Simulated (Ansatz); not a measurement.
**Cu on the 1x1 (111) surface of fcc Pd, one in a 2x2 cell, started at the site 'bridge Pd-Pd (span 2.8 Å)'**

Level of theory: PBE (plane waves to 420 eV, PAW; Ansatz, a program for electronic structure).

Model: 17-atom slab, 6.8 Å thick at the start under the adsorbate (thin: gaps and levels are the slab's own), 6x6x1 mesh, Fermi-Dirac 0.1 eV, dipole correction, 8 atoms held, the rest relaxed; held to the start's symmetry, so lower structures may exist; no spin, no spin-orbit, no U, no dispersion correction. At the end it is bonded to 3 Pd. In PBE it is, or lies within 0.03 eV of, the lowest of the starts that converged.

- adsorption energy against an atom of fcc Cu = 0.65 eV
- work function of the top face = 4.14 eV
- change of the work function = -1.10 eV
- change of the step from the bottom to the top vacuum level, against the clean slab = -1.09 eV
- energy released by relaxation = 0.65 eV
- height of the binding atom over the mean of the host atoms within 0.3 Å of the top one = 1.856 Å
- nearest host atoms of the binding atom = Pd at 2.49 Å, Pd at 2.49 Å, Pd at 2.49 Å
- largest move of a host atom = 0.05 Å
- note = in the relaxation the adsorbate left its starting site by 0.8 Å
- cost = about 10 core-minutes (a rough figure)

A negative adsorption energy means that the adsorbate is more stable on the surface than in its reference.
